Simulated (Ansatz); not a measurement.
The starting structures come from a database of crystals and need not be the phases stable at ambient conditions.

The decay constant κ of evanescent states in the gap governs leakage through a thin film.

Data:

```yaml
crystal:
  lattice:
    - [8.22489, 0.00000, 0.00000]
    - [3.04019, 10.05235, 0.00000]
    - [-2.59235, 5.02618, 3.26511]
  atoms:
    - { symbol: Rb, position: [0.00000, 0.50000, 0.00000] }
    - { symbol: Rb, position: [0.16125, 0.08062, 0.00000] }
    - { symbol: Rb, position: [0.83875, 0.91938, 0.00000] }
    - { symbol: Sb, position: [0.50552, 0.75276, 0.00000] }
    - { symbol: Sb, position: [0.49448, 0.24724, 0.00000] }
    - { symbol: Au, position: [0.50000, 0.50000, 0.00000] }
    - { symbol: Au, position: [0.50000, 0.50000, 0.50000] }
    - { symbol: Au, position: [0.00000, 0.00000, 0.50000] }
```

Space group of this cell: R-3m. The cell is taken as given.

Transport runs along the normal of the first two printed cell vectors, the (110) plane of the conventional cell.

The gap is the functional's own. No spin-orbit coupling. Mid-gap values are interpolated on the energy grid.

Problem. Predict the band gap and the smallest decay constant κ at mid-gap from r2SCAN (Ansatz, a first-principles code).

Solution. Gap 1.39 eV on a 10×10×10 mesh; κ = 0.171 1/Å, at (0.500, 0.500) of the in-plane reciprocal vectors. At the zone centre, at the nearest computed energy, the slowest state has κ = 0.20 1/Å.
